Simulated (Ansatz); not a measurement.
Start from CdTe in the zinc blende structure (space group F-43m, No. 216; a = 6.5578 Å). Axes: x, y, z lie along the cube axes.

Level of theory: r2SCAN, PAW, 500 eV (Ansatz, an electronic-structure program; no SOC).

For the base:

| Item | Result |
|---|---|
| Valley order | Γ 1.17 eV; L along ⟨111⟩ 2.20 eV |
| Valence-band top at Γ | 0.00, 0.00, 0.00 eV |

Modification: tensile biaxial strain of 3.00 % in the plane normal to [001], as in epitaxy on a mismatched substrate; the out-of-plane cell vector and the atoms relax.

Q: How does this affect the valley order?

A: The valley order (the lowest conduction-band minima on the path, energy above the VBM, named in the base's zone) goes from Γ 1.17 eV; L along ⟨111⟩ 2.20 eV to Γ 0.96 eV; L along [1-1-1] 2.01 eV.

Q: How does this affect the ratio −ε⊥/ε∥?

A: The ratio −ε⊥/ε∥ comes out as 1.39.

Q: What does the calculation give for the valence-band top at Γ after the change?

A: The valence-band top at Γ (three highest levels, from the VBM) goes from 0.00, 0.00, 0.00 eV to 0.00, -0.20, -0.20 eV.

Spin-orbit coupling, missing from the scalar runs, can matter with Te. The levels and masses belong to the bands next to the band gap. Stability against distortions was not tested.
